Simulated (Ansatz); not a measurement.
Ansatz (a quantum-chemistry and plane-wave program) run on LiH (Fm-3m, 2 atoms in the cell): self-consistent single point.

Method: PBE (plane waves, PAW; Ansatz).

```
LiH
1.0
    0.00000     2.04277     2.04277
    2.04277     0.00000     2.04277
    2.04277     2.04277     0.00000
Li H
1 1
Direct
  0.00000   0.00000   0.00000
  0.50000   0.50000   0.50000
```

Reference input (self-consistent single point, DFT, PBE, plane waves, default PAW files): kpoints.mp_grid.grid = 14 14 14; hamiltonian.xc = pbe; hamiltonian.pseudopotentials = {kind: paw} (the program's default PAW files); scf.occupations.method = fixed. This run's input differs from it in these lines:

Ansatz 0.2 input:
```diff
@@ -9,3 +9,3 @@
 kpoints:
-  mp_grid: { grid: [14, 14, 14] }
+  mp_grid: { grid: [5, 5, 5] }
 hamiltonian:
```

Output, abridged:

```
SCF iter   1: F=—  HF=-221.386077 eV  |F-HF|=—  |Δ(HF+E_count)|=         —  Δρ=8.95e-4  dr2=6.72e-5  ethr=1.77e-3  ⟨swp⟩=3.6  Hψ=420  notcnv=0  defer=14
all-band conjugate gradients solve this SCF's bands
preconditioner: auto → none
SCF iter   2: F=—  HF=-221.386085 eV  |F-HF|=—  |Δ(HF+E_count)|=   7.85e-6  Δρ=3.78e-4  dr2=1.03e-5  ethr=1.68e-6  ⟨swp⟩=2.0  Hψ=159  notcnv=0  defer=17
SCF iter   3: F=—  HF=-221.386101 eV  |F-HF|=—  |Δ(HF+E_count)|=   1.60e-5  Δρ=5.71e-5  dr2=3.49e-7  ethr=2.58e-7  ⟨swp⟩=2.0  Hψ=89  notcnv=0  defer=16
   [... lines left out ...]
SCF iter   4: F=-221.386102 eV  HF=-221.386102 eV  |F-HF|=7.45e-10  |Δ(HF+E_count)|=   8.47e-7  Δρ=3.41e-6  dr2=7.93e-10  ethr=8.72e-9  ⟨swp⟩=2.0  Hψ=70  notcnv=0  defer=17
iter 5 did not close the SCF: its close was put off for the readings that it lacked (scf_convergence_deferred on its scf_iter line)
SCF iter   5: F=-221.386102 eV  HF=-221.386102 eV  |F-HF|=1.22e-12  |Δ(HF+E_count)|=   1.27e-9  Δρ=3.88e-7  dr2=2.16e-11  ethr=1.98e-11  ⟨swp⟩=2.2  Hψ=72  notcnv=0  defer=17
SCF iter   6: F=-221.386102 eV  HF=-221.386102 eV  |F-HF|=2.84e-14  |Δ(HF+E_count)|=  4.75e-12  Δρ=3.97e-8  dr2=2.84e-13  ethr=1.00e-12  ⟨swp⟩=3.3  Hψ=305  notcnv=0
SCF 1 converged in 6 iterations: F = -221.386102 eV  dr2 = 2.84e-13
Free energy (F): -221.386102 eV
Internal energy: -221.386102 eV  (E = F + TS)
E sigma→0 (E₀):  -221.386102 eV
Fermi energy:    0.184242 eV
--- Forces (eV/Å), atoms counted from 1 ---
  atom   1  Li    -0.00000000     0.00000000    -0.00000000
  atom   2  H      0.00000000    -0.00000000    -0.00000000
--- Stress (GPa, compression-positive) ---
       -1.919707       0.000000      -0.000000
       -0.000000      -1.919707      -0.000000
       -0.000000       0.000000      -1.919707
  P = ⅓ Tr σ = -1.9197 GPa (-19.197 kbar)
  The stress holds the Pulay correction. Without it, at fixed plane waves, as pw.x and ABINIT print it: P = -2.0236 GPa
```

The run converged in 6 iterations. Against the reference run the free energy hardly moves (within 1 meV/atom), the pressure stays at -1.92 GPa and the gap on the mesh goes from 3.025 to 3.988 eV.

The starting cell comes from a database of computed structures (which also holds hypothetical and non-ambient phases and stackings), without a prior relaxation at this level. Its lattice was rescaled by a random factor within 2.5 % of one. Ansatz's pressure includes its estimate of the finite-basis (Pulay) stress. Another mesh or the band path of this cell gives a smaller gap, so this value is not converged in the mesh.
